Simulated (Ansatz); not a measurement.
A self-consistent single point of Lu2AlSi2 (P1, 5 atoms in the cell) with Ansatz (an electronic-structure program).

Computed with LDA (PW92), PAW files made with PBE (plane waves; Ansatz).

The change in words: lattice scaled by 0.98. Reference geometry:
```yaml
crystal:
  lattice:
    - [-2.01198, 2.79007, 4.21717]
    - [2.01198, -2.79007, 4.21717]
    - [2.01198, 2.79007, -4.21717]
  atoms:
    - { symbol: Lu, position: [0.68858, 0.19589, 0.49175] }
    - { symbol: Lu, position: [0.28978, 0.82297, 0.51510] }
    - { symbol: Al, position: [0.00183, 0.98078, 0.99230] }
    - { symbol: Si, position: [0.29033, 0.49788, 0.78791] }
    - { symbol: Si, position: [0.72948, 0.50249, 0.21294] }
```

Reference input (self-consistent single point, DFT, LDA (PW92), plane waves, PAW files made with PBE): kpoints.mp_grid.grid = 4 5 5; hamiltonian.xc = lda; hamiltonian.pseudopotentials = {kind: paw} (the program's default PAW files); scf.occupations.method = gaussian; scf.occupations.width = 0.0037 Ry. This run's input differs from it in these lines:

```diff
@@ -2,5 +2,5 @@
   lattice:
-    - [-2.01197500, 2.79007500, 4.21717000]
-    - [2.01197500, -2.79007500, 4.21717000]
-    - [2.01197500, 2.79007500, -4.21717000]
+    - [-1.97173600, 2.73427400, 4.13282700]
+    - [1.97173600, -2.73427400, 4.13282700]
+    - [1.97173600, 2.73427400, -4.13282700]
   atoms:
```

Output, abridged:

```
SCF iter   1: F=—  HF=-30720.975018 eV  |F-HF|=—  |Δ(HF+E_count)|=         —  Δρ=2.57e-2  dr2=7.67e-1  ethr=3.10e-3  ⟨swp⟩=10.1  Hψ=10616  notcnv=0
all-band conjugate gradients solve this SCF's bands
preconditioner: auto → Kerker (q_TF=auto, 2.561 Å⁻¹)
SCF iter   2: F=—  HF=-30720.812955 eV  |F-HF|=—  |Δ(HF+E_count)|=   1.62e-1  Δρ=1.60e-2  dr2=3.41e-1  ethr=1.26e-3  ⟨swp⟩=3.0  Hψ=4316  notcnv=0  defer=91
   [... lines left out ...]
SCF iter   7: F=—  HF=-30720.695909 eV  |F-HF|=—  |Δ(HF+E_count)|=   1.23e-4  Δρ=3.46e-4  dr2=7.80e-5  ethr=1.64e-7  ⟨swp⟩=3.0  Hψ=4041  notcnv=0  defer=92
SCF iter   8: F=—  HF=-30720.695837 eV  |F-HF|=—  |Δ(HF+E_count)|=   7.17e-5  Δρ=1.24e-4  dr2=1.16e-5  ethr=1.28e-7  ⟨swp⟩=3.0  Hψ=4112  notcnv=0  defer=92
SCF iter   9: F=—  HF=-30720.695833 eV  |F-HF|=—  |Δ(HF+E_count)|=   4.14e-6  Δρ=2.17e-5  dr2=4.27e-7  ethr=1.90e-8  ⟨swp⟩=3.2  Hψ=3865  notcnv=0  defer=92
SCF iter  10: F=-30720.695833 eV  HF=-30720.695833 eV  |F-HF|=3.45e-8  |Δ(HF+E_count)|=   7.27e-8  Δρ=9.20e-6  dr2=6.33e-8  ethr=1.64e-10  ⟨swp⟩=16.9  Hψ=15397  notcnv=0
SCF 1 converged in 10 iterations: F = -30720.695833 eV  dr2 = 6.33e-8
Free energy (F): -30720.695833 eV
Internal energy: -30720.691813 eV  (E = F + TS)
E sigma→0 (E₀):  -30720.693823 eV
Entropy (-TS):   -0.004020 eV (-0.804 meV/atom)
Fermi energy:    13.384147 eV
--- Forces (eV/Å), atoms counted from 1 ---
  atom   1  Lu     0.00930427     0.11961961     1.41667378
  atom   2  Lu    -0.92899036     0.58091099    -0.69060883
  atom   3  Al     0.51384981    -0.28282978     0.02253116
  atom   4  Si     0.14551061    -0.37559479    -0.06214231
  atom   5  Si     0.26035018    -0.04215867    -0.68644773
--- Stress (GPa, compression-positive) ---
        2.745621      -0.356492       0.765268
       -0.356492       1.851720      -0.214311
        0.765267      -0.214311       0.562483
  P = ⅓ Tr σ = 1.7199 GPa (17.199 kbar)
  The stress holds the Pulay correction. Without it, at fixed plane waves, as pw.x and ABINIT print it: P = 1.6802 GPa
```

The run converged in 10 iterations. Against the reference run the free energy falls by 9.8 meV/atom, the pressure goes from -4.24 to 1.72 GPa and the largest force goes from 1.200 to 1.422 eV/Å.

The starting cell comes from a database of computed structures (which also holds hypothetical and non-ambient phases and stackings), without a prior relaxation at this level. Its atoms were displaced at random from the sites of space group no. 71. For this run, on top of that: lattice scaled by 0.98. Forces in this geometry exceed 1 eV/Å. Ansatz's pressure includes its estimate of the finite-basis (Pulay) stress.

Keys are those of Ansatz 0.2.
